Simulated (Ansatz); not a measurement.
For zinc-blende KCl (model structure), PBEsol (Ansatz, a program for electronic structure, PAW) gives:

- equilibrium lattice constant a = 6.953 Å
- enthalpy of formation = -1.887 eV/atom

Question: What does r²SCAN (PAW; Ansatz) give for the same quantities?

Answer: 
- lattice constant a: 7.014 Å (grows by 0.9 %)
- formation enthalpy: -2.096 eV/atom (moves by -0.209 eV/atom)

Changes are worked out from the printed values.

Unless a cell is named, each level is at its own relaxed cell (PBEsol 42.02, r²SCAN 43.14 Å³/atom).

Ansatz's density-functional and Hartree–Fock values are scalar-relativistic unless marked +SOC, with PAW data made under PBE.

A model structure was made by putting elements into a prototype or built by hand; it is no filed structure, need not be a known phase, and can be a saddle point held by its symmetry.
